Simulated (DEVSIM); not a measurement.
Structure: GaP p-i-n diode, at 400 K.

| layer (left to right) | material | thickness (μm) | Nd (cm⁻³) | Na (cm⁻³) | τn (s) | τp (s) |
|---|---|---|---|---|---|---|
| 1 | GaP | 1.60 | - | 1.4e19 | 2.8e-6 | 2.8e-6 |
| 2 | GaP | 11.0 | 1.6e13 | - | 2.8e-6 | 8.4e-5 |
| 3 | GaP | 0.320 | 3.5e17 | - | 2.8e-6 | 2.8e-6 |

Left contact: ohmic. Right contact: ohmic. Voltage is applied to the left contact. Recombination: SRH at mid-gap. Mobility is constant in doping.

Constants are typed, rounded textbook-type inputs, not results; the design itself was drawn at random and stands for no fabricated device. Values at 300 K; Nc and Nv go as T^1.5, mobilities as T to minus their exponent, the gap by Varshni's rule with the affinity fixed.

| parameter | GaP |
|---|---|
| gap (eV) | 2.26 |
| affinity (eV) | 3.8 |
| permittivity | 11.1 |
| Nc (cm⁻³) | 1.8e19 |
| Nv (cm⁻³) | 1.9e19 |
| μn (cm²/Vs) | 250 |
| μp (cm²/Vs) | 150 |
| T exponent of μn | 1.6 |
| T exponent of μp | 1.98 |
| Varshni α (eV/K) | 0.00058 |
| Varshni β (K) | 372 |

Model (solved in DEVSIM): 1D drift-diffusion, Boltzmann statistics, complete ionisation; no tunnelling, impact ionisation, image-force lowering or self-heating.

### Question
Tabulate band edges, carrier densities and field at 2.05 V on the left contact.

### Answer
Energies count from the Fermi level of the right contact; mesh points crowd at the junctions.

```tsv
x (μm)	Ec (eV)	Ev (eV)	n (cm⁻³)	p (cm⁻³)	field (V/cm)
0.000	0.142	-2.075	< 1e2	1.4e19	≈ 0
0.03927	0.142	-2.075	2.6e15	1.4e19	≈ 0
0.1408	0.142	-2.075	9.4e15	1.4e19	≈ 0
0.4204	0.142	-2.075	2.8e16	1.4e19	≈ 0
1.187	0.143	-2.075	7.8e16	1.4e19	≈ 0
1.455	0.143	-2.074	9.5e16	1.4e19	≈ 0
1.559	0.143	-2.074	1.0e17	1.4e19	≈ 0
1.608	0.062	-2.155	1.1e18	1.3e18	-11000
1.664	0.059	-2.158	1.2e18	1.2e18	46
1.811	0.060	-2.158	1.2e18	1.2e18	47
2.198	0.062	-2.156	1.2e18	1.2e18	48
3.861	0.070	-2.147	1.0e18	1.0e18	56
7.531	0.095	-2.122	6.5e17	6.5e17	85
10.70	0.131	-2.086	3.5e17	3.5e17	160
12.12	0.159	-2.058	2.2e17	2.2e17	250
12.44	0.168	-2.050	1.9e17	1.9e17	290
12.55	0.171	-2.046	1.8e17	1.8e17	260
12.60	0.161	-2.057	2.5e17	1.2e17	-15000
12.65	0.143	-2.074	4.1e17	6.3e16	220
12.76	0.146	-2.071	3.9e17	3.9e16	260
12.86	0.149	-2.068	3.6e17	1.4e16	290
12.92	0.151	-2.067	3.5e17	< 1e2	310
```
